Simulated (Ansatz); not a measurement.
SrTiO3 in the cubic perovskite structure (space group Pm-3m, No. 221)

```
SrTiO3
1.0
    3.89141     0.00000     0.00000
    0.00000     3.89141     0.00000
    0.00000     0.00000     3.89141
Sr Ti O
1 1 3
Direct
  0.00000   0.00000   0.00000
  0.50000   0.50000   0.50000
  0.00000   0.50000   0.50000
  0.50000   0.50000   0.00000
  0.50000   0.00000   0.50000
```

Computed with DFT with PBEsol, PAW potentials and a 420 eV plane-wave cutoff in Ansatz (a quantum-chemistry and plane-wave program), no spin-orbit coupling, earlier PAW set. Settings: 9×9×9 k-points, 0.05 eV Fermi–Dirac smearing.

```json
{
 "volume_per_atom": "11.79 Å³",
 "density": "5.17 g/cm³",
 "band_gap": "1.86 eV, indirect, R → Γ",
 "Lowest conduction-band minima above the VBM": "Γ 1.86 eV",
 "total_energy": "-1531.455 eV/atom (σ→0; compares only within this code and set-up)"
}
```

Whether these cells are dynamically stable was not tested. The final runs are not spin-polarised. Many cubic perovskites are stable only at high temperature; tilts and polar distortions were not tested.
